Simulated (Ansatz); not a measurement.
Abridged Ansatz (an electronic-structure program) output:

```
Relaxation: its limit of steps is 50 (relax.max_steps)
Pseudopotential: K, paw, valence charge 9
Pseudopotential: Te, paw, valence charge 16
Crystal: 3 atoms, lattice volume = 126.544 Å³
Basis set: ecut = 420 eV, 2445 PW (Γ), exchange–correlation on 80×80×80 points (8 copies of the dense FFT grid, shifted against one another)
Bands: 21, of which v1, the nominal top of the filled ones, is band 17 counted from 1 (16 counted from 0)
Symmetry: 48 space group operations
k-points: 20 of 343
Functional: x = pbesol(κ = 0.804, μ = 0.12345679012345678), c = pbesol(β = 0.046)
SCF iter   1: F=—  HF=-9936.565492 eV  |F-HF|=—  |Δ(HF+E_count)|=         —  Δρ=1.92e-3  dr2=3.57e-3  ethr=1.77e-3  ⟨swp⟩=7.0  Hψ=2229  notcnv=0
SCF iter   2: F=—  HF=-9936.563207 eV  |F-HF|=—  |Δ(HF+E_count)|=   2.29e-3  Δρ=7.69e-4  dr2=3.77e-4  ethr=1.05e-5  ⟨swp⟩=2.0  Hψ=851  notcnv=0
SCF 1 converged in 7 iterations: F = -9936.563558 eV  dr2 = 9.08e-11
relax step   1: F+E_penalty+E_count = -9936.56355782 eV  Δ(F+E_penalty+E_count) = +0.000e0 eV  max|allowed force component| = 1.388e-17 eV/Å  Δτ_max = 0.0000 Å  (7 SCF iters, accepted)
SCF converged after 7 iterations
Free energy (F): -9936.563558 eV
Internal energy: -9936.563558 eV  (E = F + TS)
E sigma→0 (E₀):  -9936.563558 eV
Fermi energy:    4.179450 eV
--- Forces (eV/Å), atoms counted from 1 ---
  atom   1  K      0.00000000    -0.00000000     0.00000000
  atom   2  K      0.00000000    -0.00000000     0.00000000
  atom   3  Te    -0.00000000     0.00000000    -0.00000000
--- Stress (GPa, compression-positive) ---
        0.723492       0.000000       0.000000
        0.000000       0.723492      -0.000000
        0.000000      -0.000000       0.723492
  P = ⅓ Tr σ = 0.7235 GPa (7.235 kbar)
--- Relaxed structure (1 steps of the walk, 1 accepted, 0 SCFs on fresh bases) ---
  atoms:
    - { symbol: K, position: [0.25, 0.25, 0.25] }
    - { symbol: K, position: [0.75, 0.75, 0.75] }
    - { symbol: Te, position: [0.0, 0.0, 0.0] }
```

Problem. What was computed, and what are the main results?

Solution. K2Te, 3 atoms in the cell, with PBEsol/PAW in Ansatz, without spin-orbit coupling. The last SCF converged to F = -9936.563558 eV, or -3312.1879 eV per atom, at a pressure of 0.72 GPa. The total energy compares only with runs of the same code, potentials and settings.

Spin-orbit coupling, missing from the scalar runs, can matter with Te. The cells carry an imposed strain or load. Stability against distortions was not tested. The cell was made from K$_{2}$Te in the anti-fluorite structure (space group Fm-3m, No. 225) by this change: isotropic strain −1.50 %.

Keys are those of Ansatz 0.2.
